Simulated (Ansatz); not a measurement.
A self-consistent single point of BaTiO3 (P4mm, 5 atoms in the cell) with Ansatz (a quantum-chemistry and plane-wave program).

Level of theory: PBE (plane waves, PAW; Ansatz).

```
CELL_PARAMETERS angstrom
      4.01200     0.00000     0.00000
      0.00000     4.01200     0.00000
      0.00000     0.00000     4.01200
ATOMIC_POSITIONS crystal
  Ba 0.00000 0.00000 0.01246
  Ti 0.50000 0.50000 0.50000
  O  0.50000 0.00000 0.50000
  O  0.00000 0.50000 0.50000
  O  0.50000 0.50000 0.00000
```

Reference input (self-consistent single point, DFT, PBE, plane waves, default PAW files): basis.ecutwfc = 30.9 Ry; kpoints.mp_grid.grid = 6 6 6; hamiltonian.xc = pbe; hamiltonian.pseudopotentials = {kind: paw} (the program's default PAW files); scf.occupations.method = fermi_dirac; scf.occupations.width = 0.0007 Ry. This run's input differs from it in these lines:

Ansatz 0.2 input:
```diff
@@ -15,3 +15,3 @@
 kpoints:
-  mp_grid: { grid: [6, 6, 6] }
+  mp_grid: { grid: [9, 9, 9], shift: [0.5, 0.5, 0.5] }
 hamiltonian:
```

The program printed (abridged):

```
SCF iter   1: F=—  HF=-10159.559011 eV  |F-HF|=—  |Δ(HF+E_count)|=         —  Δρ=1.55e-3  dr2=8.22e-4  ethr=1.77e-3  ⟨swp⟩=6.5  Hψ=9491  notcnv=0
all-band conjugate gradients solve this SCF's bands
preconditioner: auto → Resta (q_TF=auto, 2.519 Å⁻¹)
SCF iter   2: F=—  HF=-10159.559282 eV  |F-HF|=—  |Δ(HF+E_count)|=   2.71e-4  Δρ=7.45e-4  dr2=2.02e-4  ethr=2.06e-6  ⟨swp⟩=2.0  Hψ=4257  notcnv=0  defer=68
SCF iter   3: F=—  HF=-10159.559407 eV  |F-HF|=—  |Δ(HF+E_count)|=   1.26e-4  Δρ=1.07e-4  dr2=1.29e-5  ethr=5.05e-7  ⟨swp⟩=2.0  Hψ=2675  notcnv=0  defer=70
SCF iter   4: F=—  HF=-10159.558654 eV  |F-HF|=—  |Δ(HF+E_count)|=   7.53e-4  Δρ=5.98e-5  dr2=3.09e-6  ethr=3.22e-8  ⟨swp⟩=2.0  Hψ=3479  notcnv=0  defer=70
SCF iter   5: F=—  HF=-10159.558654 eV  |F-HF|=—  |Δ(HF+E_count)|=   2.32e-7  Δρ=2.31e-5  dr2=1.92e-7  ethr=7.71e-9  ⟨swp⟩=2.8  Hψ=3307  notcnv=0  defer=70
SCF iter   6: F=-10159.558654 eV  HF=-10159.558654 eV  |F-HF|=3.87e-9  |Δ(HF+E_count)|=   2.58e-8  Δρ=6.41e-6  dr2=1.58e-8  ethr=2.50e-10  ⟨swp⟩=8.1  Hψ=8559  notcnv=0
SCF 1 converged in 6 iterations: F = -10159.558654 eV  dr2 = 1.58e-8
Free energy (F): -10159.558654 eV
Internal energy: -10159.558654 eV  (E = F + TS)
E sigma→0 (E₀):  -10159.558654 eV
Fermi energy:    11.153720 eV
--- Forces (eV/Å), atoms counted from 1 ---
  atom   1  Ba    -0.00000000     0.00000000    -0.28926117
  atom   2  Ti     0.00000000     0.00000000     0.16389389
  atom   3  O      0.00000000     0.00000000     0.03060242
  atom   4  O      0.00000000     0.00000000     0.03060242
  atom   5  O     -0.00000000     0.00000000     0.06416436
--- Stress (GPa, compression-positive) ---
        0.975080       0.000000      -0.000000
        0.000000       0.975080       0.000000
       -0.000000       0.000000       0.944001
  P = ⅓ Tr σ = 0.9647 GPa (9.647 kbar)
  The stress holds the Pulay correction. Without it, at fixed plane waves, as pw.x and ABINIT print it: P = 0.4298 GPa
```

The run converged in 6 iterations. Against the reference run the free energy stays essentially unchanged (within 1 meV/atom), the pressure hardly changes (0.97 to 0.96 GPa), the largest force stays at 0.289 eV/Å and the gap on the mesh goes from 1.793 to 1.908 eV.

The starting cell has typed, rounded lattice constants, without a prior relaxation at this level. Its lattice was rescaled by up to half a per cent. One atom was moved a little off its site on purpose. Ansatz's pressure includes its estimate of the finite-basis (Pulay) stress. Without the estimate this run gives 0.43 GPa. Another mesh or the band path of this cell gives a smaller gap, so this value is not converged in the mesh.
